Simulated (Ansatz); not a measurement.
# SrTiO3 under a change: biaxial strain −1.20 %, plane normal [001], relaxed out of plane

Take SrTiO3 in the cubic perovskite structure (space group Pm-3m, No. 221; a = 3.891 Å) as the base. Axes: x, y, z lie along the cube axes.

The change: compressive biaxial strain of 1.20 % in the plane normal to [001], as in epitaxy on a mismatched substrate; the out-of-plane cell vector and the atoms relax.

Calculations: PBEsol in Ansatz (plane waves to 420 eV, PAW, no SOC). Γ-centred 9×9×9 mesh, Fermi–Dirac width 0.05 eV.

| quantity | base | changed | shift |
|---|---|---|---|
| volume per atom | 11.78 Å³ | 11.59 Å³ | -0.196 Å³ |
| space group | Pm-3m (No. 221) | P4/mmm (No. 123) | – |
| shortest interatomic distance | 3.677 bohr | 3.632 bohr | -0.0441 bohr |
| energy relative to the base (free energy F) | 0 meV/atom | +4.3 meV/atom | +4.3 meV/atom |
| pressure (mean of the normal stresses, compression positive) | -0.01 GPa | 3.35 GPa | +3.354 GPa |
| band gap | 1.85 eV | 1.84 eV | -0.01 eV |
| gap character | – | indirect, A → Γ | – |
| smallest direct gap | 2.19 eV | 2.19 eV | 0.00 eV |
| out-of-plane strain | – | +0.74 % | – |
| ratio −ε⊥/ε∥ | – | 0.61 | – |
| mean in-plane stress (compression positive) | – | +5.0 GPa | – |

Cost of the whole job for the changed cell (relaxation, final SCF and bands): roughly 60 core-seconds.

No phonon test of stability was made. The final runs are not spin-polarised. Many cubic perovskites are stable only at high temperature; tilts and polar distortions were not tested. k-point labels follow each cell's own Brillouin zone.

Ansatz is a quantum-chemistry and plane-wave program.
